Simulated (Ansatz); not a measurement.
Results of LDA in Ansatz (plane waves, PAW) for fluorite PbF2 (high-temperature phase).

Numerical settings: plane-wave cutoff 520 eV, 8×8×8 k mesh, perturbation theory, scalar-relativistic PAW data made under PBE.

The cell has the measured lattice: a = 5.931 Å, b = 5.931 Å, c = 5.931 Å, α = 90.00°, β = 90.00°, γ = 90.00°.

Problem. What does this level give for the electronic dielectric constant ε∞ and static dielectric constant?

Solution. 
* **electronic dielectric constant ε∞**: 3.40
* **static dielectric constant**: 44.4

Note: the cell isn't this level's own, so it is under some stress, which shifts stiffness and frequencies.

Spin–orbit coupling is not included; it can shift volumes and moduli of such heavy elements.

Cost on a shared machine: roughly 6 core-minutes.

Ansatz is a program for electronic structure.
